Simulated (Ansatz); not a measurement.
Take SnSe₂ in the CdI2 type structure (space group P-3m1, No. 164; a = 3.840 Å, c = 6.006 Å; layered, stacked along the Cartesian z axis) as the base. Axes: x lies along a and z along c of the hexagonal cell.

The values are results of PBE-D3(BJ), PAW, 420 eV (Ansatz, a first-principles code; no SOC), not measurements.

For the base:

```
Quantity                          Value
-----------------------------  --------
Width of the top valence band   1.99 eV
Smallest direct gap             0.82 eV
Pressure                       0.00 GPa
```

Perturbation: the cell is compressed by 2.70 % along z with no lateral relaxation, atoms relaxed at fixed cell.

### Question
How does this affect the width of the top valence band?

### Answer
The width of the top valence band increases by 0.33 eV to 2.32 eV.

### Question
What happens to the energy relative to the base?

### Answer
The energy increases by 2.0 meV/atom.

### Question
What happens to the smallest direct gap?

### Answer
The smallest direct gap drops by 0.165 eV (0.82 eV → 0.65 eV).

### Question
Estimate the effect on the pressure.

### Answer
The pressure (mean of the normal stresses, compression positive) goes from zero to 0.71 GPa.

The cells carry an imposed strain or load. Stability against distortions was not tested. A zero or small gap of SnSe2 under uniaxial strain ε_zz = −2.70 % can be the functional's error rather than a property of the material.
